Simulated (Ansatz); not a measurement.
Functionals compared on the (100) surface of bcc W in its 1x1 cell (the real clean face reconstructs), outermost plane spacing 1.59 Å in the ideal cut, in Ansatz (plane waves, PAW). The structure was relaxed with PBE; the other rows are single points on it, each with its references at the same level. Cutoff 420 eV (500 eV for r2SCAN).

Set-up: 7 atoms, 9.6 Å thick at the start (thin: gaps and levels are the slab's own); mesh 12x12x1; 0.1 eV smearing; dipole correction on; all atoms relaxed; start symmetry kept, larger cells not searched; no spin, no spin-orbit, no U. These notes are the PBE run's.

```json
[
 {"functional": "PBE", "surface energy (J/m²)": "4.00", "work function of the top face (eV)": "4.10", "rough cost of the single point": "–"},
 {"functional": "LDA", "surface energy (J/m²)": "4.36", "work function of the top face (eV)": "4.40", "rough cost of the single point": "roughly 22 core-seconds"},
 {"functional": "PBEsol", "surface energy (J/m²)": "?", "work function of the top face (eV)": "?", "rough cost of the single point": "around 25 core-seconds (rough)"},
 {"functional": "RPBE", "surface energy (J/m²)": "3.83", "work function of the top face (eV)": "3.95", "rough cost of the single point": "very roughly 30 core-seconds"},
 {"functional": "r2SCAN", "surface energy (J/m²)": "4.38", "work function of the top face (eV)": "4.07", "rough cost of the single point": "very roughly 50 core-seconds"}
]
```

Problem. Complete the blanks.

Solution. 
- PBEsol, surface energy (J/m²): 4.31
- PBEsol, work function of the top face (eV): 4.20

Ansatz is an electronic-structure program.
